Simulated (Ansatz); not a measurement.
## A computed series for BAs: response to strain

Start from BAs in the zinc blende structure (space group F-43m, No. 216).

```
CELL_PARAMETERS angstrom
      0.00000     2.39129     2.39129
      2.39129     0.00000     2.39129
      2.39129     2.39129     0.00000
ATOMIC_POSITIONS crystal
  As 0.75000 0.75000 0.75000
  B  0.00000 0.00000 0.00000
```

Cartesian axes are those of the cell as printed.

Strains are applied to the cell and any free atomic positions relax; under biaxial strain the out-of-plane vector relaxes too; under stress the whole cell relaxes.

Computed with Ansatz (a quantum-chemistry and plane-wave program), r2SCAN, PAW, cutoff 500 eV, no SOC, earlier PAW set.

Notes on the quantities. pressure: mean of the normal stresses, compression positive; energy relative to the base: free energy F.

```csv
case,pressure,space group,energy relative to the base,shortest interatomic distance
base,0.00 GPa,F-43m (No. 216),0 meV/atom,2.071 Å
"biaxial strain −2.40 %, plane normal [001], relaxed out of plane",5.72 GPa,I-4m2 (No. 119),+17 meV/atom,2.046 Å
"biaxial strain +2.27 %, plane normal [110], relaxed out of plane",-5.12 GPa,Imm2 (No. 44),+15 meV/atom,2.085 Å
"biaxial strain +2.68 %, plane normal [111], relaxed out of plane",…,R3m (No. 160),…,2.073 Å
uniaxial strain ε_xx = +1.28 %,-1.75 GPa,I-4m2 (No. 119),+2.0 meV/atom,2.080 Å
uniaxial strain ε_xx = +2.63 %,-3.48 GPa,I-4m2 (No. 119),+8.4 meV/atom,2.089 Å
tensor shear ε_xy = −0.66 %,0.02 GPa,Imm2 (No. 44),+1.2 meV/atom,2.065 Å
"uniaxial stress, 8 GPa compression along x",–,I-4m2 (No. 119),+11 meV/atom,2.059 Å
tensor shear ε_yz = +0.55 %,0.01 GPa,Imm2 (No. 44),+0.8 meV/atom,2.066 Å
"uniaxial stress, 2 GPa tension along z",–,I-4m2 (No. 119),+0.6 meV/atom,2.074 Å
```

Complete the table.


- biaxial strain +2.68 %, plane normal [111], relaxed out of plane, pressure: -5.99 GPa
- biaxial strain +2.68 %, plane normal [111], relaxed out of plane, energy relative to the base: +22 meV/atom

A biaxial case was relaxed in a doubled cell and then solved in the primitive one. Stability under load was not tested beyond the relaxation.
